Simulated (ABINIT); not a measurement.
Worked example: self-consistent single point of a sheet of TiTe2 (3 atoms in the cell) in ABINIT.

Level of theory: LDA (PW92), PAW (JTH v2.0 LDA PAW) (plane waves; ABINIT).

```
TiTe2
1.0
    3.87702     0.00000     0.00000
   -1.93851     3.35759     0.00000
    0.00000     0.00000    17.17063
Ti Te
1 2
Direct
  0.00000   0.00000   0.50000
  0.33333   0.66667   0.59233
  0.66667   0.33333   0.40767
```

Reference input (self-consistent single point, DFT, PBE, plane waves, PAW (JTH v2.0 PBE PAW)): pseudos = [Ti.GGA_PBE-JTH.xml, Te.GGA_PBE-JTH.xml]; ecut = 60 Ry; pawecutdg = 120 Ry; pawxcdev = 0; occopt = 7; tsmear = 0.00367493 Ha; ngkpt = 5 5 1; nshiftk = 1; shiftk = 0 0 0; potentials = JTH v2.0 PBE PAW; nband = 17; kptopt = 1. This run's input differs from it in these lines:

```diff
@@ -1,4 +1,4 @@
-# TiTe2, JTH v2.0 PBE PAW
+# TiTe2, JTH v2.0 LDA PAW
 pp_dirpath "./"
-pseudos "Ti.GGA_PBE-JTH.xml, Te.GGA_PBE-JTH.xml"
+pseudos "Ti.LDA_PW-JTH.xml, Te.LDA_PW-JTH.xml"
 acell 7.3265000782 7.3265000782 32.4477880873
```

Its files differ too (potentials: JTH v2.0 PBE PAW → JTH v2.0 LDA PAW).

Output (repeated stretches shortened):

```
--- !BeginCycle
solver: {iscf: 17, nstep: 100, nline: 4, wfoptalg: 10, }
tolerances: {tolvrs: 1.00E-08, }
...

     iter   Etot(hartree)      deltaE(h)  residm     nres2
 ETOT  1  -75.188818490277    -7.519E+01 7.549E-01 2.511E+01
 ETOT  2  -75.689991041605    -5.012E-01 7.417E-02 5.500E+01
 ETOT  3  -75.670499004456     1.949E-02 3.941E-02 1.629E+01
 ETOT  4  -75.650063608234     2.044E-02 4.889E-03 1.106E+00
 ETOT  5  -75.650932692823    -8.691E-04 2.161E-03 1.490E+00
   [... 10 lines left out ...]
 ETOT 16  -75.649177333293    -7.195E-06 6.571E-09 1.465E-06
 ETOT 17  -75.649179382293    -2.049E-06 1.508E-08 3.427E-07
 ETOT 18  -75.649179957878    -5.756E-07 3.267E-09 3.691E-08
 ETOT 19  -75.649180025529    -6.765E-08 3.686E-10 2.478E-09
 At SCF step   19       nres2   =  2.48E-09 < tolvrs=  1.00E-08 =>converged.

 Cartesian components of stress tensor (hartree/bohr^3)
  sigma(1 1)=  5.32268450E-05  sigma(3 2)=  0.00000000E+00
  sigma(2 2)=  5.32268449E-05  sigma(3 1)=  0.00000000E+00
  sigma(3 3)= -2.62433003E-05  sigma(2 1)=  5.85311809E-14

 ----iterations are completed or convergence reached----

 reduced coordinates (array xred) for    3 atoms
       0.000000000000      0.000000000000      0.500000000000
       0.333333333333      0.666666666667      0.592327000000
       0.666666666667      0.333333333333      0.407673000000
 cartesian forces (eV/Angstrom) at end:
    1     -0.00000000000000     0.00000000000000    -0.00000000000000
    2     -0.00000000000000     0.00000000000000     0.34191694753989
   [... lines left out ...]
 Fermi (or HOMO) energy (eV) =  -4.99711   Average Vxc (eV)=  -4.32337
   [... lines left out ...]
'-kT*entropy'       : -4.56176304289095E-04
total_energy        : -7.56491841498518E+01
total_energy_eV     : -2.05851898859744E+03
...

-Cartesian components of stress tensor (GPa)         [Pressure= -7.8662E-01 GPa]
- sigma(1 1)=  1.56598758E+00  sigma(3 2)=  0.00000000E+00
- sigma(2 2)=  1.56598758E+00  sigma(3 1)=  0.00000000E+00
- sigma(3 3)= -7.72104421E-01  sigma(2 1)=  1.72204651E-09

 Calculation completed.
```

The run converged in 19 iterations. Against the reference run the largest force goes from 0.916 to 0.342 eV/Å.

The starting cell was generated: these elements placed on a structure prototype, without a prior relaxation; it need not be a known phase or ordering of this composition. Its lattice was rescaled in the plane by a random factor within 2.5 % of one. Spin polarisation is off, so a magnetic state, if there is one, cannot be reached.

Cost on one core of a shared machine: roughly 50 s.
